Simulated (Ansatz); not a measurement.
## zinc-blende InP: the defect Ge on the P site (Ge_P)

All values below come from PBE, PAW (plane waves to 420 eV; Ansatz, a quantum-chemistry and plane-wave program). A supercell of 64 sites (2×2×2 repeats of a cell of 8 atoms) was used; the energies come from a 2×2×2 shifted sampling of its zone. Site at the start: the P site. Finite-size correction: monopole term and site-potential alignment. Dielectric constants: PBE linear response of the host. Host gap at this level: 0.44 eV. Finite-size and sampling errors can reach tenths of an eV here. Levels are measured in PBE's own, too narrow, gap. Spin–orbit coupling is left out, which matters for these heavy elements. Each state is the lowest found from its start.

Charges with a result: +1, 0, −1. Others weren't obtained, and one of them could lie lower, also by skipping a charge.

| charge | moment (μB) | largest move off a lattice site (Å) | image correction with alignment (eV) |
|---|---|---|---|
| +1* | not spin-polarised | 0.06 | – |
| 0† | 1.0 | 0.04 | 0.00 |
| −1 | not spin-polarised | 0.03 | 0.07 |

* At this level the carrier isn't localised at the defect: at charge +1 holes occupy the valence band. Such a state is shallow or no state of the defect, and this cell gives it no level.

† Not settled in this cell, so no level is given: charge 0: a level filled in part, carriers not clearly localised.
